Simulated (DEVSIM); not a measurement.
Structure: abrupt Si n-p junction, at 250 K.

| layer (left to right) | material | thickness (μm) | Nd (cm⁻³) | Na (cm⁻³) | τn (s) | τp (s) |
|---|---|---|---|---|---|---|
| 1 | Si | 0.110 | 1.5e15 | - | 4.5e-5 | 4.5e-5 |
| 2 | Si | 0.760 | - | 1.7e17 | 4.5e-5 | 4.5e-5 |

Left contact: ohmic. Right contact: ohmic. Voltage is applied to the left contact. Recombination: SRH at mid-gap, radiative, Auger. Gap narrowing is on: ΔEg = 6.92 meV × (l + √(l² + 0.5)), l = ln(N/1.3e17 cm⁻³), shared equally by both band edges. Mobility is μmin + (μ − μmin)/(1 + (N/Nref)^α).

Constants are typed, rounded textbook-type inputs, not results; the design itself was drawn at random and stands for no fabricated device. Values at 300 K; Nc and Nv go as T^1.5, mobilities as T to minus their exponent, the gap by Varshni's rule with the affinity fixed.

```tsv
parameter	Si
gap (eV)	1.124
affinity (eV)	4.05
permittivity	11.7
Nc (cm⁻³)	2.86e19
Nv (cm⁻³)	3.1e19
μn (cm²/Vs)	1417
μp (cm²/Vs)	470
μn,min	52
μp,min	45
Nref,n	9.7e16
Nref,p	2.2e17
αn	0.68
αp	0.72
T exponent of μn	2.3
T exponent of μp	2.2
B (cm³/s)	4.7e-15
Cn (cm⁶/s)	2.8e-31
Cp (cm⁶/s)	9.9e-32
Varshni α (eV/K)	0.000473
Varshni β (K)	636
```

Model (solved in DEVSIM): 1D drift-diffusion, Boltzmann statistics, complete ionisation; no tunnelling, impact ionisation, image-force lowering or self-heating.

Base results: largest field in the device at zero bias (V/cm) 66000; dark forward voltage at 1 A/cm² (V) 0.546; potential step across the device at zero bias (V) 0.820; dark forward voltage at 100 A/cm² (V) 0.661.

Task: What follows from this one change: temperature 250 → 400 K?

Result: largest field in the device at zero bias 66000 → 46000 V/cm; dark forward voltage at 1 A/cm² 0.546 → 0.126 V; potential step across the device at zero bias 0.820 → 0.544 V; dark forward voltage at 100 A/cm² 0.661 → 0.310 V.

Task: What follows from this one change: doping Na of layer 2 1.7e+17 → 5.1e+18 cm^-3?

Result: largest field in the device at zero bias 66000 → 100000 V/cm; dark forward voltage at 1 A/cm² little changed (0.542 V); potential step across the device at zero bias 0.820 → 0.871 V; dark forward voltage at 100 A/cm² 0.661 → 0.655 V.
